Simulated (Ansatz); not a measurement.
Start from AlN in the rock salt structure (space group Fm-3m, No. 225; a = 4.0452 Å; a model cell, its experimental status unchecked). Axes: x, y, z lie along the cube axes.

Modification: uniaxial stress, 2 GPa tension along z; all other stress components relax to zero.

Levels (all Ansatz, a first-principles code, PAW): PBEsol (420 eV, scalar-relativistic without spin-orbit coupling); r2SCAN (500 eV, no spin-orbit coupling).

The geometry is relaxed with PBEsol.

| Property | Value |
|---|---|
| PBEsol electron mass | 0.58 mₑ along k, 0.33 mₑ across (at X) |
| PBEsol smallest direct gap | 5.56 eV |
| PBEsol band gap | 4.46 eV |

With r2SCAN at the same geometry, the electron mass goes from 0.58 mₑ along k, 0.33 mₑ across (at X) to 0.57 mₑ along k, 0.34 mₑ across (at X); the smallest direct gap increases by 0.815 eV, from 5.56 eV to 6.37 eV; the band gap rises by 0.92 eV (4.46 eV → 5.38 eV).

Single points use the geometry relaxed with PBEsol. Load acts through the strain it causes; cell and atoms are relaxed under it. Effective masses come from finite differences of ±0.01 Å⁻¹. Along k means along the line from Γ to the band edge. Beyond what the load breaks, stability against distortions was not tested. The base started in Pnma and relaxed to Fm-3m at this level. This is not the structure that AlN has at room temperature and ambient pressure.
